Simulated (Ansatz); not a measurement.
For AlBN2 (model structure, started from the BeSiN2 type, I-42d, No. 122, 8 atoms in the cell), LDA in Ansatz (PAW) gives:

- lattice constant a: 4.056 Å
- c axis length: 7.565 Å
- bulk modulus B0: 282 GPa
- cohesive energy: 7.10 eV/atom
- band gap: 2.74 eV

Problem. What does PBE (PAW; Ansatz, a first-principles code) give for the same quantities?

Solution. 
- lattice constant a: 4.105 Å (goes up by 1.2 %)
- lattice parameter c: 7.686 Å (goes up by 1.6 %)
- bulk modulus: 259 GPa (drops by 8.2 %)
- cohesive energy: 6.10 eV/atom (shrinks by 1.00 eV/atom)
- band gap: 2.89 eV (increases by 0.15 eV)

Changes are worked out from the printed values.

Unless a cell is named, each level is at its own relaxed cell (LDA 7.78, PBE 8.09 Å³/atom).

Density-functional gaps are differences of (generalised) Kohn–Sham levels.

Caveats: the bulk modulus is −V dP/dV from two relaxed cells at ±2 % in volume (LDA, PBE). Ansatz's density-functional and Hartree–Fock values are scalar-relativistic unless marked +SOC, with PAW data made under PBE.

A model structure was made by putting elements into a prototype or built by hand; it is no filed structure, need not be a known phase, and can be a saddle point held by its symmetry.
